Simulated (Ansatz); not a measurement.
```
LaTe
1.0
    0.00000     3.19449     3.19449
    3.19449     0.00000     3.19449
    3.19449     3.19449     0.00000
La Te
1 1
Cartesian
  0.00000   0.00000   0.00000
  3.19449   3.19449   3.19449
```

Computed with PBEsol, DFPT electron-phonon coupling, linearised Boltzmann equation (plane waves, PAW, scalar-relativistic; Ansatz, a program for electronic structure). Cell: relaxed with this functional, without spin-orbit coupling.

### Question
Predict the intrinsic resistivity at 300 K.

### Answer
24 μΩ·cm.

### Question
How long is the mean free path there?

### Answer
6.3 nm, weighted by the current that each state carries. Wires not much wider than this gain resistivity from their walls.

A metal at this level (no band gap). Only scattering by harmonic phonons is included (no impurities, grain boundaries, electron-electron scattering or thermal expansion). Spin-orbit coupling is left out. The run warned that the eigensolver left some states short of its tolerance. Halving the electron mesh (24x24x24) moves the resistivity by up to 8 % at 300 K, the mean free path by up to 4 %. Smearing 0.20 eV; phonons on a 4x4x4 q mesh, which this run doesn't test.

Formula and space group known from diffraction (Crystallography Open Database), not checked to be the room-temperature form: LaTe (Fm-3m).
